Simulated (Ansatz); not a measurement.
## AlCo with two functionals, isotropic strain +1.28 %

Take AlCo in the CsCl type structure (space group Pm-3m, No. 221; a = 2.8527 Å; not spin-polarised; relaxed with 0.1 eV smearing) as the base.

(Cell as relaxed with PBE.)

Levels (all Ansatz, an electronic-structure program, PAW, earlier PAW set): PBE (420 eV, spin-orbit coupling left out); r2SCAN (500 eV, without spin-orbit coupling).

Each level relaxes its own structure.

| base | PBE | r2SCAN |
|---|---|---|
| volume per atom | 11.61 Å³ | 11.26 Å³ |
| lattice parameter a | 2.853 Å | 2.824 Å |
| band gap | zero | zero |
| largest site moment | 0.00 μB | 0.17 μB |

One thing is altered: the cell is scaled by 1.0128 in all directions, atoms relaxed at fixed cell.

```csv
quantity,PBE,r2SCAN
energy relative to the base (free energy F),+9.1 meV/atom,…
pressure,-6.3 GPa,…
band gap,zero,…
```

Task: Given the PBE results, estimate those of r2SCAN.

Result: 
- energy relative to the base (free energy F), r2SCAN: +9.6 meV/atom
- pressure, r2SCAN: -6.8 GPa
- band gap, r2SCAN: zero

PBE's energy relative to the base lies 0.5 meV/atom below r2SCAN's; PBE's pressure lies 0.5 GPa above r2SCAN's; the two agree on the band gap. Neither level is exact; r2SCAN is the comparison here, not a measurement.

The magnetic state is the one reached from the starting moments; the real material's order can differ, and small cells can't hold many antiferromagnetic ones. Stability against distortions was not tested. Starting moments died away, wholly or in part, for the base; another magnetic solution may exist. Spin-polarised in the final run: r2SCAN isotropic strain +1.28 % and r2SCAN base; the other runs are not.
